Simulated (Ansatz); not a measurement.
# Effect of Ga → B on GaAs

The reference is GaAs in the zinc blende structure (space group F-43m, No. 216; a = 5.6656 Å).

The change: full substitution Ga → B; the structure is relaxed again.

Level of theory: r2SCAN/PAW in Ansatz (an electronic-structure program), without spin-orbit coupling, earlier PAW set. k-mesh 12×12×12 (Γ-centred); smearing 0.05 eV (Fermi–Dirac), for the changed cell.

| quantity | base | changed | shift |
|---|---|---|---|
| volume per atom | 22.73 Å³ | 13.67 Å³ | -9.06 Å³ |
| density | 5.28 g/cm³ | 5.21 g/cm³ | -0.077 g/cm³ |
| lattice parameter a | 5.666 Å | 4.782 Å | -0.8831 Å |
| space group | F-43m (No. 216) | F-43m (No. 216) | – |
| band gap | 0.97 eV | 1.38 eV | +0.41 eV |
| gap character | direct at Γ | indirect, Γ → Γ–X (76 % along) | – |
| smallest direct gap | 0.97 eV | 3.44 eV | +2.47 eV |
| width of the top valence band | 3.40 eV | 5.41 eV | +2.01 eV |
| electron mass | 0.051 mₑ (at Γ) | 1.1 mₑ along k, 0.21 mₑ across (off the special points) | – |
| hole mass (degenerate bands, along [100]) | 0.051, 0.34, 0.34 mₑ (at Γ) | 0.21, 0.22, 0.22 mₑ (at Γ) | – |

Final structure:

```
BAs
1.0
    0.00000     2.39124     2.39124
    2.39124     0.00000     2.39124
    2.39124     2.39124     0.00000
As B
1 1
Direct
  0.75000   0.75000   0.75000
  0.00000   0.00000   0.00000
```

Masses are band curvatures over ±0.01 Å⁻¹ around the edge. Along k means along the line from Γ to the band edge. Whether these cells are dynamically stable was not tested.
